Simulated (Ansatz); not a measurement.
A self-consistent single point of Mg6AlMo (P1, 8 atoms in the cell) with Ansatz (a first-principles code).

Method: BLYP, PAW files made with PBE (plane waves; Ansatz).

```
CELL_PARAMETERS angstrom
      4.95844     0.00000     0.00000
      0.00000     2.95178     5.38265
      0.00000    -2.95178     5.38265
ATOMIC_POSITIONS crystal
  Mg 0.49850 0.66856 0.16548
  Mg 0.50175 0.17130 0.66889
  Mg 0.99977 0.82267 0.34610
  Mg 0.99724 0.35050 0.82074
  Mg 0.00008 0.32590 0.33088
  Mg 0.00164 0.82486 0.81969
  Al 0.50074 0.16481 0.17105
  Mo 0.50029 0.67140 0.67715
```
Moments meant for the start (each program seeds them in its own way; μB, in the order of the atoms Mg Mg Mg Mg Mg Mg Al Mo): 0.0 0.0 0.0 0.0 0.0 0.0 0.0 2.0.

Reference input (self-consistent single point, DFT, PBEsol, plane waves, PAW files made with PBE): basis.ecutwfc = 30.9 Ry; kpoints.mp_grid.grid = 5 5 5; hamiltonian.xc = pbesol; hamiltonian.pseudopotentials = {kind: paw} (the program's default PAW files); magnetization.spin_polarized = true; scf.occupations.method = gaussian; scf.occupations.width = 0.02 Ry. This run's input differs from it in these lines:

Ansatz 0.2 input:
```diff
@@ -20,3 +20,3 @@
 hamiltonian:
-  xc: pbesol
+  xc: blyp
   pseudopotentials:
```

Output (repeated stretches shortened):

```
SCF iter   1: F=—  HF=-17070.352186 eV  |F-HF|=—  |Δ(HF+E_count)|=         —  Δρ=4.71e-2 (↑4.71e-2 ↓2.05e-2)  dr2=1.51e1  dr2_m=3.13e-1  M=0.853 μB ∫|m|=1.074 μB  β_m=0.30  ethr=3.10e-3  ⟨swp⟩=8.3  Hψ=26743  notcnv=0
Mixer restart at iter 1: flushing history
all-band conjugate gradients solve this SCF's bands
preconditioner: auto → Kerker (q_TF=auto, 2.421 Å⁻¹)
spin=Collinear: Kerker preconditioning applied to the charge; magnetization (m = ρ↑ − ρ↓) channel mixes plain (no charge-response kernel on spin).
   [... lines left out ...]
SCF iter  14: F=—  HF=-17069.321209 eV  |F-HF|=—  |Δ(HF+E_count)|=   1.50e-8  Δρ=2.69e-7 (↑2.69e-7 ↓2.69e-7)  dr2=6.47e-10  dr2_m=1.38e-11  M=-0.000 μB ∫|m|=0.000 μB  β_m=0.99  ethr=1.80e-10  ⟨swp⟩=2.0  Hψ=7817  notcnv=0  defer=263
SCF iter  15: F=-17069.321209 eV  HF=-17069.321209 eV  |F-HF|=1.66e-9  |Δ(HF+E_count)|=  3.71e-10  Δρ=3.14e-7 (↑3.14e-7 ↓2.79e-7)  dr2=1.84e-9  dr2_m=7.62e-13  M=0.000 μB ∫|m|=0.000 μB  ethr=1.00e-12  ⟨swp⟩=8.9  Hψ=21024  notcnv=0
SCF 1 converged in 15 iterations: F = -17069.321209 eV  dr2 = 1.84e-9
WARN: the starting moments were not kept: the SCF closed with an absolute magnetisation of 2.2e-5 μB, where they sum to 2 μB in size (1 site) …
Magnetization: 0.0000 μB (38.5000 up, 38.5000 down)
   [... lines left out ...]
Absolute magnetization: 0.0000 μB (∫|ρ↑−ρ↓|, with the PAW one-centre terms)
Free energy (F): -17069.321209 eV
Fermi energy:    8.203690 eV
   [... lines left out ...]
  atom   8  Mo    -0.01268294     0.07824576    -0.14521809
--- Stress (GPa, compression-positive) ---
        1.418474       0.000810       0.014025
        0.000810       1.280485       0.068943
        0.014025       0.068943       1.393007
  P = ⅓ Tr σ = 1.3640 GPa (13.640 kbar)
  The stress holds the Pulay correction. Without it, at fixed plane waves, as pw.x and ABINIT print it: P = 1.3524 GPa
```

The run converged in 15 iterations. Against the reference run the pressure goes from -1.36 to 1.36 GPa and the largest force hardly changes (0.193 to 0.192 eV/Å).

The starting cell comes from a database of computed structures (which also holds hypothetical and non-ambient phases and stackings), without a prior relaxation at this level. Its atoms were displaced at random from the sites of space group no. 38. The starting moments vanished: the run ended non-magnetic. The program warned that a starting moment was not kept. Ansatz's pressure includes its estimate of the finite-basis (Pulay) stress.

Cost on one core of a shared machine: roughly 60 s.
